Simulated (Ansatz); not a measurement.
Start from KTlS2 (space group R-3m, No. 166; a = 3.9839 Å, c = 21.7075 Å (hexagonal axes); a hypothetical phase, not in the database extracts checked).

Modification: every lattice vector is shortened by 1.13 %, atoms relaxed at fixed cell.

Method: plane-wave PAW DFT at the PBEsol level (Ansatz, a first-principles code, 420 eV), no SOC.

Base, band edges from the VBM (valence, conduction): Γ -0.13, 0.89; F -0.22, 1.11; S₂ -0.49, 2.00; S₀ -0.49, 2.00; L -0.10, 1.61; H₀ -0.50, 2.00; H₂ -0.50, 2.00; T 0.00, 1.82 eV.

**Question.** Give the band edges at the high-symmetry points of the new zone, measured from its valence-band maximum.

**Answer.** 
```tsv
point	valence edge (eV)	conduction edge (eV)
Γ	-0.15	1.00
T	0.00	1.97
H₂	-0.55	2.02
H₀	-0.55	2.02
L	-0.12	1.66
S₀	-0.54	2.01
S₂	-0.54	2.01
F	-0.27	1.12
```

The gap is 1.00 eV, indirect, T → Γ.

With Tl present, leaving out spin-orbit coupling can change the band edges. The cells carry an imposed strain or load. Stability against distortions was not tested.
